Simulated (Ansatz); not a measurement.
Consider the following.

```xyz
5
Lattice="5.6668 0.0000 0.0000 0.0000 5.6668 0.0000 0.0000 0.0000 5.6668" Properties=species:S:1:pos:R:3 pbc="T T T"
Cs     0.0000     0.0000     0.0000
Pb     2.8334     2.8334     2.8334
Cl     0.0000     2.8334     2.8334
Cl     2.8334     2.8334     0.0000
Cl     2.8334     0.0000     2.8334
```

No spin polarisation.

A single point on CsPbCl3 with a change (isotropic strain −1.20 %), its geometry relaxed with PBE.

Method: r2SCAN/PAW in Ansatz (a program for electronic structure), without spin-orbit coupling, earlier PAW set. Γ-centred 6×6×6 mesh, Fermi–Dirac width 0.05 eV.

Predict the pressure, width of the top valence band, band gap and gap character.

The pressure is 0.09 GPa. The width of the top valence band comes out as 2.48 eV and the band gap is 2.45 eV. The gap character is direct at R.

Single points use the geometry relaxed with PBE. With Pb present, leaving out spin-orbit coupling can change the band edges. No phonon test of stability was made. The cell was made from CsPbCl3 in the cubic perovskite structure (space group Pm-3m, No. 221) by this change: isotropic strain −1.20 %. Many cubic perovskites are stable only at high temperature; tilts and polar distortions were not tested. This is not the structure that CsPbCl3 has at room temperature and ambient pressure.
